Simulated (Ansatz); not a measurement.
Start from BAs (space group P6_422, No. 181; a = 3.4587 Å, c = 7.4818 Å; a hypothetical phase, not in the database extracts checked).

(Cell as relaxed with PBE.)

Levels (all Ansatz, an electronic-structure program, PAW): PBE (420 eV, no spin-orbit coupling); PBEsol (420 eV, scalar-relativistic without spin-orbit coupling).

Each level relaxes its own structure.

```json
[
 {"base": "volume per atom", "PBE": "12.92 Å³", "PBEsol": "12.56 Å³"},
 {"base": "lattice parameter a", "PBE": "6.536 bohr", "PBEsol": "6.480 bohr"},
 {"base": "band gap", "PBE": "0.48 eV", "PBEsol": "0.31 eV"}
]
```

Modification: holes 5.0×10^21 cm⁻³, on a uniform background at fixed cell.

| quantity | PBE | PBEsol |
|---|---|---|
| Fermi level relative to the doped band's edge (positive inside the band; to 0.05 eV) | +1.30 eV | +1.40 eV |
| shift of the gap caused by the change | +0.05 eV | +0.05 eV |
| gap between the host's bands | 0.53 eV | 0.36 eV |
| gap character | indirect, Γ → M | indirect, Γ → M |

PBE's Fermi level from band edge lies 0.10 eV below PBEsol's; PBE's gap between the host's bands lies 0.17 eV above PBEsol's; the two agree on the shift of the gap caused by the change and gap character. Neither level is exact; PBEsol is the comparison here, not a measurement.

Carriers are added with a uniform compensating background; total energy and stress of such cells depend on the potential's zero and are not compared; many-body gap narrowing is missing at this level. Whether these cells are dynamically stable was not tested. The base started in P3_121 and relaxed to P6_422 at this level.
